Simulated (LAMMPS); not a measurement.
MD of Ni (fcc) at zero pressure, 256 atoms, as a crystal; each row is its own run.

Computed with MD with a machine-learned potential, pair style snap, file Ni_Zuo_JPCA2020.snap; code LAMMPS.

| T (K) | enthalpy (eV/atom) |
|---|---|
| 200 | -5.7289 |
| 300 | -5.7026 |
| 780 | -5.5742 |
| 1300 | -5.4329 |
| 1560 | -5.3558 |
| 1810 | -5.2803 |
| 2070 | -5.2012 |

**Question.** Fit a straight line, y = a + b x, to these rows (x is the first column, y the second) and predict the run at x = 1040.

**Answer.** Least squares gives a = -5.7893 and b = 0.0002805. At x = 1040 the fit predicts -5.4976 eV/atom. The run itself gave -5.505 ± 0.002 eV/atom, so the fit is 7.5 meV/atom high.

Caution (rows 1040; 1300; 1560; 1810; 2070): a run this short can hold a crystal over, or a liquid under, the potential's own melting point, which these runs don't give.

Caution (rows 1810; 2070): this crystal lies over the measured melting point of 1728 K, so it is superheated or the potential melts high.
